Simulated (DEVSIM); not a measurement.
System: Al/SiO2/p-Si capacitor, at 300 K.

```csv
layer (left to right),material,thickness (nm),Na (cm⁻³)
1,SiO2,9.70,-
2,Si,780,5.4e17
```

Metal gate on the left, work function 4.1 eV. Fixed charge at the semiconductor interface 1.7e10 cm⁻² (in units of +e); interface traps 1e10 cm⁻² eV⁻¹, uniform in energy, neutral level at 0.5 of the gap above the valence band.

This is a model device: material constants are rounded textbook-type values typed into the input, and sizes, dopings and lifetimes were drawn at random. Values at 300 K.

```
parameter      SiO2       Si
-------------  ----  -------
gap (eV)          9    1.124
affinity (eV)   0.9     4.05
permittivity    3.9     11.7
Nc (cm⁻³)         -  2.86e19
Nv (cm⁻³)         -   3.1e19
```

DEVSIM, 1D Poisson equation in equilibrium, Boltzmann statistics, complete ionisation; no quantum confinement or tunnelling. Metal contacts follow the ideal Schottky-Mott rule: no Fermi-level pinning, no interface dipoles.

### Question
Tabulate band edges, carrier densities and field at 0.2 V on the gate.

### Answer
Energies count from the Fermi level of the right contact; mesh points crowd at the junctions.

```json
[
 {"x (μm)": "0.000", "Ec (eV)": "3.000", "Ev (eV)": "-6.000", "n (cm⁻³)": "< 1e2", "p (cm⁻³)": "< 1e2", "field (V/cm)": "770000"},
 {"x (μm)": "0.001032", "Ec (eV)": "3.079", "Ev (eV)": "-5.921", "n (cm⁻³)": "< 1e2", "p (cm⁻³)": "< 1e2", "field (V/cm)": "770000"},
 {"x (μm)": "0.002754", "Ec (eV)": "3.211", "Ev (eV)": "-5.789", "n (cm⁻³)": "< 1e2", "p (cm⁻³)": "< 1e2", "field (V/cm)": "770000"},
 {"x (μm)": "0.005472", "Ec (eV)": "3.420", "Ev (eV)": "-5.580", "n (cm⁻³)": "< 1e2", "p (cm⁻³)": "< 1e2", "field (V/cm)": "770000"},
 {"x (μm)": "0.008278", "Ec (eV)": "3.635", "Ev (eV)": "-5.365", "n (cm⁻³)": "< 1e2", "p (cm⁻³)": "< 1e2", "field (V/cm)": "770000"},
 {"x (μm)": "0.009466", "Ec (eV)": "3.726", "Ev (eV)": "-5.274", "n (cm⁻³)": "< 1e2", "p (cm⁻³)": "< 1e2", "field (V/cm)": "770000"},
 {"x (μm)": "0.01040", "Ec (eV)": "0.612", "Ev (eV)": "-0.512", "n (cm⁻³)": "1.5e9", "p (cm⁻³)": "7.7e10", "field (V/cm)": "250000"},
 {"x (μm)": "0.01319", "Ec (eV)": "0.679", "Ev (eV)": "-0.445", "n (cm⁻³)": "1.1e8", "p (cm⁻³)": "1.0e12", "field (V/cm)": "230000"},
 {"x (μm)": "0.01768", "Ec (eV)": "0.773", "Ev (eV)": "-0.351", "n (cm⁻³)": "2900000", "p (cm⁻³)": "4.0e13", "field (V/cm)": "190000"},
 {"x (μm)": "0.02592", "Ec (eV)": "0.903", "Ev (eV)": "-0.221", "n (cm⁻³)": "19000", "p (cm⁻³)": "6.0e15", "field (V/cm)": "120000"},
 {"x (μm)": "0.04271", "Ec (eV)": "1.008", "Ev (eV)": "-0.116", "n (cm⁻³)": "330", "p (cm⁻³)": "3.5e17", "field (V/cm)": "19000"},
 {"x (μm)": "0.09365", "Ec (eV)": "1.019", "Ev (eV)": "-0.105", "n (cm⁻³)": "220", "p (cm⁻³)": "5.4e17", "field (V/cm)": "≈ 0"},
 {"x (μm)": "0.1759", "Ec (eV)": "1.019", "Ev (eV)": "-0.105", "n (cm⁻³)": "220", "p (cm⁻³)": "5.4e17", "field (V/cm)": "≈ 0"},
 {"x (μm)": "0.3375", "Ec (eV)": "1.019", "Ev (eV)": "-0.105", "n (cm⁻³)": "220", "p (cm⁻³)": "5.4e17", "field (V/cm)": "≈ 0"},
 {"x (μm)": "0.5919", "Ec (eV)": "1.019", "Ev (eV)": "-0.105", "n (cm⁻³)": "220", "p (cm⁻³)": "5.4e17", "field (V/cm)": "≈ 0"},
 {"x (μm)": "0.6897", "Ec (eV)": "1.019", "Ev (eV)": "-0.105", "n (cm⁻³)": "220", "p (cm⁻³)": "5.4e17", "field (V/cm)": "≈ 0"},
 {"x (μm)": "0.7394", "Ec (eV)": "1.019", "Ev (eV)": "-0.105", "n (cm⁻³)": "220", "p (cm⁻³)": "5.4e17", "field (V/cm)": "≈ 0"},
 {"x (μm)": "0.7647", "Ec (eV)": "1.019", "Ev (eV)": "-0.105", "n (cm⁻³)": "220", "p (cm⁻³)": "5.4e17", "field (V/cm)": "≈ 0"},
 {"x (μm)": "0.7803", "Ec (eV)": "1.019", "Ev (eV)": "-0.105", "n (cm⁻³)": "220", "p (cm⁻³)": "5.4e17", "field (V/cm)": "≈ 0"},
 {"x (μm)": "0.7855", "Ec (eV)": "1.019", "Ev (eV)": "-0.105", "n (cm⁻³)": "220", "p (cm⁻³)": "5.4e17", "field (V/cm)": "≈ 0"},
 {"x (μm)": "0.7881", "Ec (eV)": "1.019", "Ev (eV)": "-0.105", "n (cm⁻³)": "220", "p (cm⁻³)": "5.4e17", "field (V/cm)": "≈ 0"},
 {"x (μm)": "0.7897", "Ec (eV)": "1.019", "Ev (eV)": "-0.105", "n (cm⁻³)": "220", "p (cm⁻³)": "5.4e17", "field (V/cm)": "≈ 0"}
]
```
